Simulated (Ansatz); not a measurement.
## TiS2, pressure series

Take TiS₂ in the CdI2 type structure (space group P-3m1, No. 164; layered, stacked along the Cartesian z axis) as the base.

```
CELL_PARAMETERS angstrom
      3.29803     0.00000     0.00000
     -1.64902     2.85618     0.00000
      0.00000     0.00000     5.34013
ATOMIC_POSITIONS crystal
  Ti 0.00000 0.00000 0.00000
  S  0.33333 0.66667 0.26875
  S  0.66667 0.33333 0.73125
```

Cell and atoms are relaxed at each pressure.

The values are results of PBEsol-D3(BJ) (Ansatz, a first-principles code, PAW, no spin-orbit coupling), not measurements.

| case | lattice parameter a | c/a ratio |
|---|---|---|
| base | 3.298 Å | 1.619 |
| pressure −2 GPa | 3.330 Å | 1.641 |
| pressure −1 GPa | 3.313 Å | 1.628 |
| pressure 0.9 GPa | 3.285 Å | 1.614 |
| pressure 2.1 GPa | 3.269 Å | 1.608 |
| pressure 4.5 GPa | 3.239 Å | 1.602 |
| pressure 9 GPa | ___ | ___ |
| pressure 15 GPa | 3.130 Å | 1.606 |
| pressure 22.5 GPa | 3.067 Å | 1.618 |
| pressure 30 GPa | 3.014 Å | 1.630 |

Task: What belongs in the blanks?

Result: 
- pressure 9 GPa, lattice parameter a: 3.188 Å
- pressure 9 GPa, c/a ratio: 1.601

Load acts through the strain it causes; cell and atoms are relaxed under it. Whether these cells are dynamically stable was not tested. Competing high-pressure phases were not computed. The final runs are not spin-polarised.
